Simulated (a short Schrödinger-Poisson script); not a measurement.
System: MOS inversion layer, Si3N4 on p-type Si(110), at 300 K.

From the gate side: 2.6 nm Si3N4; 770 nm Si, acceptors 3.1e17 cm⁻³.

The device is made up for the run: typed textbook-type constants, with dimensions and the other settings drawn at random. Si3N4: permittivity 7.5, conduction-band edge (eV) 1.95, gap (eV) 5.1, electron mass (mₑ) 0.5. Si: permittivity 11.7, conduction-band edge (eV) 0, gap (eV) 1.124, Nv at 300 K (cm⁻³) 3.1e19.

Channel valleys (confinement mass, in-plane density-of-states mass, number): Δ4 0.315, 0.324, 4; Δ2 0.19, 0.417, 2. At the gate the conduction-band edge of layer 1 lies 2.05 eV − eVg above the Fermi level of the channel; the field vanishes at the back. Gaps are held at their typed values at every temperature. Mesh 0.03 nm at interfaces.

Solved with a short Schrödinger-Poisson script written for these runs: 1D Poisson equation in equilibrium, electrons quantum, Hartree (BenDaniel-Duke, 12 states a valley, the channel's in-plane mass for all, wave functions free to enter the dielectric), parabolic valleys, classical holes, full ionisation, no traps, pinning or gate leakage.

| Vg (V) | electrons (cm⁻²) | C (μF/cm²) | Δ4 E0 (meV from the Fermi level) | Δ2 E0 (meV from the Fermi level) |
|---|---|---|---|---|
| 0.1 | 4.92e9 | 0.186 | 215.1 | 228.9 |
| 0.15 | 2.63e10 | 0.283 | 171.6 | 185.7 |
| 0.2 | 1.15e11 | 0.591 | 133.2 | 147.6 |
| 0.25 | 3.37e11 | 1.01 | 105.1 | 119.9 |
| 0.3 | 6.85e11 | 1.30 | 86.4 | 101.6 |
| 0.35 | 1.11e12 | 1.48 | 73.4 | 89.2 |
| 0.4 | 1.59e12 | 1.60 | 63.7 | 80.0 |
| 0.45 | 2.10e12 | 1.68 | 56.1 | 72.8 |
| 0.5 | 2.63e12 | 1.74 | 49.7 | 67.0 |
| 0.55 | 3.17e12 | 1.79 | 44.3 | 62.0 |
| 0.6 | 3.74e12 | 1.83 | 39.6 | 57.8 |
| 0.65 | 4.31e12 | 1.86 | 35.4 | 54.0 |
| 0.7 | 4.90e12 | 1.89 | 31.6 | 50.6 |
| 0.75 | 5.49e12 | 1.91 | 28.1 | 47.6 |
| 0.8 | 6.09e12 | 1.93 | 24.9 | 44.8 |
| 0.85 | 6.70e12 | 1.95 | 21.9 | 42.2 |
| 0.9 | 7.31e12 | 1.97 | 19.2 | 39.8 |
| 0.95 | 7.93e12 | 1.99 | 16.5 | 37.6 |

Gate voltages with under 1e9 electrons/cm² are left out.

Question: At Vg = 0.95 V the lowest Δ4 subband lies at 16.5 meV from the Fermi level. How many electrons does it hold, and what share of all?

Answer: The two-dimensional density of states is g m/(πħ²) = 5.41e11 cm⁻² meV⁻¹ (both spins), kT = 25.9 meV, so n = D kT ln(1 + exp(−E/kT)) = 5.93e12 cm⁻², 0.75 of the 7.93e12 cm⁻² in all.

Question: Compare the slope of the sheet density between 0.85 and 0.95 V with the geometric capacitance of the layers between gate and channel.

Answer: q Δn/ΔV = 1.97 μF/cm²; ε0/Σ(t/ε) = 2.55 μF/cm². The ratio is 0.77: the channel acts as a further capacitance in series.
